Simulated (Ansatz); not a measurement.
## BaS: response to strain

Base system: BaS in the rock salt structure (space group Fm-3m, No. 225; a = 6.3315 Å). Axes: x, y, z lie along the cube axes.

Strains are applied to the cell and any free atomic positions relax; under biaxial strain the out-of-plane vector relaxes too.

The values are results of PBEsol (Ansatz, a first-principles code, PAW, no spin-orbit coupling), not measurements.

Candidates:
(a) biaxial strain −2.50 %, plane normal [111], relaxed out of plane
(b) biaxial strain −0.42 %, plane normal [111], relaxed out of plane
(c) biaxial strain +1.25 %, plane normal [111], relaxed out of plane

Notes on the quantities. energy relative to the base: free energy F.

Problem. Order them by energy relative to the base, highest first.

Solution. (a) biaxial strain −2.50 %, plane normal [111], relaxed out of plane (+9.3 meV/atom), (c) biaxial strain +1.25 %, plane normal [111], relaxed out of plane (+2.2 meV/atom), (b) biaxial strain −0.42 %, plane normal [111], relaxed out of plane (+0.3 meV/atom)

Stability against distortions was not tested.
